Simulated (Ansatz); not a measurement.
SiO2 (model structure, started from the alpha cristobalite type, P4₁2₁2, No. 92, 12 atoms in the cell), treated with r²SCAN+rVV10 (PAW; Ansatz, a program for electronic structure).

Numerical settings: plane-wave cutoff 560 eV, 8×8×6 k mesh (along the axes of the cell as run), Fermi–Dirac smearing 0.01 eV, scalar-relativistic PAW data made under PBE.

Cell (relaxed at this level):

```xyz
12
Lattice="4.8963 0.0000 0.0000 0.0000 4.8963 0.0000 0.0000 0.0000 6.7450" Properties=species:S:1:pos:R:3 pbc="T T T"
Si     1.5274     1.5274     0.0000
Si     3.9755     0.9208     5.0588
Si     0.9208     3.9755     1.6863
Si     3.3689     3.3689     3.3725
O      1.1466     0.6256     1.2849
O      3.5947     1.8225     3.7739
O      1.3015     3.0737     0.4014
O      3.7497     4.2707     4.6574
O      4.2707     3.7497     2.0877
O      1.8225     3.5947     2.9711
O      3.0737     1.3015     6.3437
O      0.6256     1.1466     5.4602
```

Q: Predict the band gap.

A: 
* **band gap**: 6.35 eV (direct)

A model structure was made by putting elements into a prototype or built by hand; here it ended with the formula and space group of a phase in our tables.
